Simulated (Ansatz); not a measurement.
Computed paths: interstitial N in monoclinic ZrO2, charge state -1

Defect: interstitial N in monoclinic ZrO2, charge state -1. Method: PBE, PAW (plane waves to 420 eV; Ansatz, an electronic-structure program).

Settings: 96 host sites, the relaxed PBE lattice, the Γ point alone, smearing 0.01 eV, spin-restricted, no image-charge correction. Static, classical nuclei. The charge state is imposed; whether it is stable for some Fermi level was not computed. Sites that were not tried may lie lower.

Barriers: single points on a 2×2×2 k-point mesh shifted by half a step at the bands' geometries.

```json
[
 {"Route": "a concerted move, in which N travels most", "Start site over the lowest site run (eV)": "0.00", "Hop (Å)": "2.01", "Forward barrier (eV)": "1.40", "Backward barrier (eV)": "1.39", "Neighbours at the start": "O at 1.49; Zr at 2.12, Zr at 2.17, Zr at 2.18 Å", "Neighbours at the saddle": "O at 1.75, O at 2.06; Zr at 2.00 Å", "Saddle order": "first order", "Forward, on the band's own sampling (eV)": "1.41"},
 {"Route": "a concerted move, in which N travels most", "Start site over the lowest site run (eV)": "0.26", "Hop (Å)": "2.87", "Forward barrier (eV)": "1.18", "Backward barrier (eV)": "1.43", "Neighbours at the start": "O at 1.42; Zr at 2.12 Å", "Neighbours at the saddle": "O at 1.89, O at 1.93, O at 2.38; Zr at 2.00, Zr at 2.22, Zr at 2.26 Å", "Saddle order": "first order", "Forward, on the band's own sampling (eV)": "1.15"}
]
```

Paths come from nudged elastic bands with a climbing image.   1 more band(s) gave no usable saddle point.
